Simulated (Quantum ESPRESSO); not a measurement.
Quantum ESPRESSO run on SrAl2 (P1, 6 atoms in the cell): self-consistent single point.

Method of the run: LDA (PW92), PseudoDojo standard norm-conserving (LDA) pseudopotentials (plane waves; Quantum ESPRESSO 7.5).

The change in words: lattice scaled by 0.98. Reference geometry:
```xyz
6
Lattice="0.0000 4.1287 4.1287 4.1287 0.0000 4.1287 4.1287 4.1287 0.0000" Properties=species:S:1:pos:R:3 pbc="T T T"
Sr    -0.0079     0.0136    -0.0662
Sr     2.0781     2.0804     2.1301
Al     5.1465     5.1712     5.1239
Al     5.1949     3.1231     3.0784
Al     3.0642     3.0330     5.1881
Al     3.1035     5.1580     3.1251
```

Reference input (self-consistent single point, DFT, LDA (PW92), plane waves, PseudoDojo standard norm-conserving (LDA) pseudopotentials): ecutwfc = 70 Ry; occupations = smearing; smearing = gaussian; degauss = 0.0073499 Ry; potentials = {Sr: Sr.upf, Al: Al.upf}; K_POINTS = automatic 4 4 4 0 0 0; conv_thr = 1e-10 Ry; mixing_beta = 0.7. This run's input differs from it in these lines:

```diff
@@ -34,5 +34,5 @@
 CELL_PARAMETERS {angstrom}
-   0.0000000000     4.1287450000     4.1287450000
-   4.1287450000     0.0000000000     4.1287450000
-   4.1287450000     4.1287450000     0.0000000000
+   0.0000000000     4.0461700000     4.0461700000
+   4.0461700000     0.0000000000     4.0461700000
+   4.0461700000     4.0461700000     0.0000000000
```

The program printed (abridged):

```
     Self-consistent Calculation

     iteration #  1     ecut=    70.00 Ry     beta= 0.70

     Threshold (ethr) on eigenvalues was too large:
     Diagonalizing with lowered threshold

     c_bands:  1 eigenvalues not converged

     total energy              =    -156.11682387 Ry
     estimated scf accuracy    <       0.03657152 Ry

     iteration #  2     ecut=    70.00 Ry     beta= 0.70

     total energy              =    -156.12065804 Ry
     estimated scf accuracy    <       0.00949993 Ry

     iteration #  3     ecut=    70.00 Ry     beta= 0.70

     total energy              =    -156.12299150 Ry
     estimated scf accuracy    <       0.00089068 Ry

   [... 6 blocks of this kind left out ...]

     iteration # 10     ecut=    70.00 Ry     beta= 0.70

     total energy              =    -156.12312350 Ry
     estimated scf accuracy    <          6.2E-10 Ry

     iteration # 11     ecut=    70.00 Ry     beta= 0.70
     End of self-consistent calculation

     the Fermi energy is     7.6856 ev

!    total energy              =    -156.12312350 Ry
     estimated scf accuracy    <          1.2E-11 Ry
     smearing contrib. (-TS)   =      -0.00160345 Ry
     internal energy E=F+TS    =    -156.12152005 Ry

     convergence has been achieved in  11 iterations

     Forces acting on atoms (cartesian axes, Ry/au):

     atom    1 type  1   force =     0.00232156   -0.00190204    0.01327842
     atom    2 type  1   force =    -0.00226485   -0.00193014   -0.01476366
     atom    3 type  2   force =     0.00042962   -0.00281165    0.00360701
     atom    4 type  2   force =    -0.00620189   -0.00262216    0.00419039
     atom    5 type  2   force =     0.00516615    0.00994702   -0.00485156
     atom    6 type  2   force =     0.00054941   -0.00068102   -0.00146060

     Total force =     0.025460     Total SCF correction =     0.000004

          total   stress  (Ry/bohr**3)                   (kbar)     P=        1.60
   0.00001098   0.00002592   0.00000161            1.62        3.81        0.24
   0.00002592   0.00000572   0.00000582            3.81        0.84        0.86
   0.00000161   0.00000582   0.00001589            0.24        0.86        2.34

   JOB DONE.
```

The run converged in 11 iterations. Against the reference run the free energy drops by 12.0 meV/atom, the pressure goes from -2.79 to 0.16 GPa and the largest force goes from 0.336 to 0.387 eV/Å.

The starting cell comes from a database of computed structures (which also holds hypothetical and non-ambient phases and stackings), without a prior relaxation at this level. Its atoms were displaced at random from the sites of space group no. 227. For this run, on top of that: lattice scaled by 0.98.

Cost on one core of a shared machine: roughly 3 min.
